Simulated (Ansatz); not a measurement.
Abridged Ansatz (a quantum-chemistry and plane-wave program) output:

```
Relaxation: its limit of steps is 50 (relax.max_steps)
Pseudopotential: Lu, paw, valence charge 25
Crystal: 2 atoms, lattice volume = 61.029 Å³
Basis set: ecut = 420 eV, 1153 PW (Γ), exchange–correlation on 48×48×80 points (8 copies of the dense FFT grid, shifted against one another)
Bands: 31, of which v1, the nominal top of the filled ones, is band 25 counted from 1 (24 counted from 0)
Symmetry: 24 space group operations
k-points: 240 of 3971
Functional: x = pbe(κ = 0.804, μ = 0.2195149727645171), c = pbe(β = 0.06672455060314922)
SCF iter   1: F=—  HF=-29464.896592 eV  |F-HF|=—  |Δ(HF+E_count)|=         —  Δρ=1.75e-3  dr2=1.12e-3  ethr=1.77e-3  ⟨swp⟩=5.3  Hψ=31940  notcnv=0
SCF iter   2: F=—  HF=-29464.891421 eV  |F-HF|=—  |Δ(HF+E_count)|=   5.17e-3  Δρ=1.77e-3  dr2=1.42e-3  ethr=2.24e-6  ⟨swp⟩=3.7  Hψ=23428  notcnv=0
SCF 1 converged in 10 iterations: F = -29464.889782 eV  dr2 = 7.68e-12
relax step   1: F+E_penalty+E_count = -29464.88978167 eV  Δ(F+E_penalty+E_count) = +0.000e0 eV  max|allowed force component| = 1.110e-16 eV/Å  Δτ_max = 0.0000 Å  (10 SCF iters, accepted)
SCF converged after 10 iterations
Free energy (F): -29464.889782 eV
Internal energy: -29464.776886 eV  (E = F + TS)
E sigma→0 (E₀):  -29464.833334 eV
Entropy (-TS):   -0.112895 eV (-56.448 meV/atom)
Fermi energy:    13.005642 eV
--- Forces (eV/Å), atoms counted from 1 ---
  atom   1  Lu     0.00000000     0.00000000     0.00000000
  atom   2  Lu     0.00000000    -0.00000000     0.00000000
--- Stress (GPa, compression-positive) ---
       -1.930352       0.000000       0.000000
        0.000000      -1.930352       0.000000
        0.000000       0.000000      -1.834559
  P = ⅓ Tr σ = -1.8984 GPa (-18.984 kbar)
--- Relaxed structure (1 steps of the walk, 1 accepted, 0 SCFs on fresh bases) ---
  atoms:
    - { symbol: Lu, position: [0.6666666666666666, 0.33333333333333326, 0.7499999999999999] }
    - { symbol: Lu, position: [0.33333333333333326, 0.6666666666666665, 0.24999999999999997] }
```

What was computed, and what are the main results?

Lu, 2 atoms in the cell, with PBE (Ansatz, PAW, without spin-orbit coupling). The last SCF converged to F = -29464.889782 eV, or -14732.4449 eV per atom, at a pressure of -1.90 GPa. The total energy compares only with runs of the same code, potentials and settings.

The cells carry an imposed strain or load. No phonon test of stability was made. The cell was made from Lu in the hcp (Mg type) structure (space group P6_3/mmc, No. 194) by this change: isotropic strain +1.50 %.

Keys are those of Ansatz 0.2.
